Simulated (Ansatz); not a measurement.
**Carrier doping in hypothetical P4_2/mnm BAs**

Take BAs (space group P4_2/mnm, No. 136; a = 5.8372 Å, c = 3.3617 Å; a hypothetical phase, not in the database extracts checked) as the base.

Carriers are added at fixed cell with a uniform background; the Fermi–Dirac width is that of 300 K.

Calculations: PBEsol, PAW, 420 eV (Ansatz, a program for electronic structure; no SOC).

Candidates:
(a) electrons 7.0×10^21 cm⁻³
(b) holes 5.0×10^21 cm⁻³
(c) electrons 5.0×10^21 cm⁻³
(d) electrons 3.0×10^21 cm⁻³

Base values:

```
Item                            Value
----------------------------  -------
Gap between the host's bands  0.61 eV
```

Task: Order them by gap between the host's bands, highest first.

Result: (b) holes 5.0×10^21 cm⁻³ (0.73 eV), (d) electrons 3.0×10^21 cm⁻³ (0.55 eV), (c) electrons 5.0×10^21 cm⁻³ (0.52 eV), (a) electrons 7.0×10^21 cm⁻³ (0.50 eV)

Charged cell with a jellium background: band edges are those of the host's band count, energies are not comparable with the neutral cell, and many-body gap narrowing is missing. Stability against distortions was not tested.
